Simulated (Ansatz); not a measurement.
Structures of equal composition on the (0001) surface of 4H silicon carbide (Si plane on top): (√3x√3)R30° Sn adatom at H3; (√3x√3)R30° Sn adatom at T4. The slabs share one bottom face, and each structure is named by its start. These are constructed structures in small cells; real faces may alloy, dewet or reconstruct in larger ones, and not all known structures of the face are among them. Slabs of about 10 Å with all that they carry, Fermi-Dirac smearing of 0.025 eV. Bottom of the slabs: H caps. Relaxed from the named starts with such symmetry as they have, on meshes of like density; energies extrapolated to zero smearing; no spin-orbit coupling, no U. Spin-polarised runs, if any, are marked in brackets, and their order is one that fits the cell; the others ran without spin. Where a second, spin-polarised start was run, the lower counts.

Host crystal: 4H silicon carbide, with a band gap (PBE, scalar-relativistic without spin-orbit coupling).

The numbers are results of PBE (plane waves to 420 eV, PAW; Ansatz, a program for electronic structure), not measurements.

Q: Rank these by energy per 1x1 cell (lowest first), as PBE gives it.

A: (√3x√3)R30° Sn adatom at T4 (0.000 eV [spin, 1.0 μB a cell], a narrow gap of 0.19 eV by band count), (√3x√3)R30° Sn adatom at H3 (0.113 eV [spin, 1.0 μB a cell], a narrow gap of 0.21 eV by band count)
